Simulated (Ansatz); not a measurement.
Input:

```
CELL_PARAMETERS angstrom
      0.00000     1.77691     1.77691
      1.77691     0.00000     1.77691
      1.77691     1.77691     0.00000
ATOMIC_POSITIONS crystal
  C  0.00000 0.00000 0.00000
  C  0.25000 0.25000 0.25000
```

A single point on Ge with a change (Ge → C), its geometry relaxed with PBEsol.

Method: HSE06/PAW in Ansatz (an electronic-structure program), spin-orbit coupling included. Γ-centred 10×10×10 mesh, Fermi–Dirac width 0.01 eV.

Question: Predict the valence-band top at Γ and band gap.

Answer: 
* **Valence-band top at Γ (three highest Kramers pairs, from the VBM)**: 0.00, 0.00, -0.01 eV
* **Band gap**: 5.31 eV

Single points use the geometry relaxed with PBEsol. The hybrid gap comes from the SCF mesh plus the semilocal run's edge points and a few special points and is an upper bound. Stability against distortions was not tested. The cell was made from Ge by this change: Ge → C.
